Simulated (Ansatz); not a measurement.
Results of PBE-D3(BJ) in Ansatz (PAW) for SnBi2Te4 (R-3m, No. 166, 7 atoms in the cell; start mp-38605).

Run with plane-wave cutoff 520 eV, 10×10×10 k mesh, Fermi–Dirac smearing 0.01 eV, scalar-relativistic PAW data made under PBE.

Cell (relaxed at this level):

Space group R-3m, hexagonal axes (No. 166); a = b = 4.4069 Å, c = 41.2279 Å, α = β = 90.00°, γ = 120.00°

```csv
atom,site,symmetry,x,y,z
Sn,3a,-3m,0.0000,0.0000,0.0000
Bi,6c,3m,0.0000,0.0000,0.4273
Te,6c,3m,0.0000,0.0000,0.1356
Te,6c,3m,0.0000,0.0000,0.2887
```
(The calculation used a cell of 7 atoms; values per cell refer to that cell.)

Task: Estimate the band gap and Γ–Γ gap that the calculation returns.

Result: 
* **band gap**: 0.32 eV (on the SCF k mesh)
* **Γ–Γ gap**: 1.00 eV

Note: a distance lies near a switch of the dispersion term, which can move the cell; the relaxation could not lower the start's symmetry, so the cell can be a saddle point above a distorted one.

Spin–orbit coupling is not included; with these elements it can move the gap by several tenths of an eV or more.

Computed values are for the static lattice.

Cost on a shared machine: very roughly 7 core-minutes.

A start named mp-… is a Materials Project structure, which need not be a measured phase.

Ansatz is a first-principles code.
